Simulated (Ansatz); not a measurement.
## Pressure series in CuCl

Take CuCl in the wurtzite structure (space group P6_3mc, No. 186; a = 3.716 Å, c = 6.184 Å) as the base.

Cell and atoms are relaxed at each pressure.

Method: DFT with PBEsol, PAW potentials and a 420 eV plane-wave cutoff in Ansatz (a first-principles code), no spin-orbit coupling.

Before the change:

Band gap: 0.60 eV

Q: The aim is a band gap between 0.84 eV and 0.90 eV. Which of these changes reaches it?
A. pressure 7.5 GPa
B. pressure −2 GPa
C. pressure 5 GPa
D. pressure 0.3 GPa

A: A, pressure 7.5 GPa. It gives 0.86 eV; pressure 5 GPa gives 0.77 eV; pressure 0.3 GPa gives 0.61 eV; pressure −2 GPa gives 0.52 eV. Changes not listed may reach it too

Load acts through the strain it causes; cell and atoms are relaxed under it. Whether these cells are dynamically stable was not tested. Tetrahedral semiconductors of this kind turn to denser phases somewhere between about 1 and 50 GPa; those were not computed, so compressed cells here can lie past the real transition. No Hubbard U is applied. All final runs are without spin polarisation. This is not the structure that CuCl has at room temperature and ambient pressure.
